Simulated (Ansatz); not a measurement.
Base system: GaCuSe2 in the chalcopyrite structure (space group I-42d, No. 122; a = 5.508 Å, c = 10.962 Å). Axes: x, y, z lie along a, b, c of the conventional cell.

Level of theory: plane-wave PAW DFT at the LDA level (Ansatz, a first-principles code, 420 eV), spin-orbit coupling left out.

Before the change:

```
Quantity                         Value
-----------------------------  -------
Shortest interatomic distance  2.353 Å
Band gap                       0.17 eV
```

Perturbation: uniaxial strain ε_xx = −2.25 %, all other strain components held at zero; the atoms relax in the strained cell.

Task: What happens to the shortest interatomic distance, band gap, electron mass and stress?

Result: The shortest interatomic distance drops by 0.019 Å, from 2.353 Å to 2.334 Å; the band gap rises by 0.11 eV to 0.28 eV; the electron mass is 0.043 mₑ along y, 0.036 mₑ across (at Γ); the stress (xx, yy, zz, yz, xz, xy; compression positive) comes out as (2.46, 1.56, 1.56, 0.00, 0.00, 0.00) GPa.

Masses are band curvatures over ±0.01 Å⁻¹ around the edge. No phonon test of stability was made. The final runs are not spin-polarised. A zero or small gap of GaCuSe2 can be the functional's error rather than a property of the material.
